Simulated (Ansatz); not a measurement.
The parent structure is Ru$_{2}$Si (space group Pnma, No. 62; a = 5.266 Å, b = 4.006 Å, c = 7.396 Å; a cell from a computed database, its experimental status unchecked). Axes: x, y, z lie along a, b, c of the conventional cell.

Method: plane-wave PAW DFT at the r2SCAN level (Ansatz, a quantum-chemistry and plane-wave program, 500 eV), no SOC, earlier PAW set.

Before the change:

```
Item       Result
--------  -------
Pressure  0.0 GPa
```

The change: uniaxial strain ε_yy = −0.91 %, all other strain components held at zero; the atoms relax in the strained cell.

Q: Estimate the effect on the energy relative to the base.

A: The energy goes up by 1.5 meV/atom.

Q: How does this affect the pressure?

A: The pressure (mean of the normal stresses, compression positive) goes from zero to 2.7 GPa.

Without a gap, meshes like the base's 7×9×5 leave anisotropic stresses uncertain by several tenths of a GPa, and small strain energies with them. No phonon test of stability was made. All final runs are without spin polarisation.
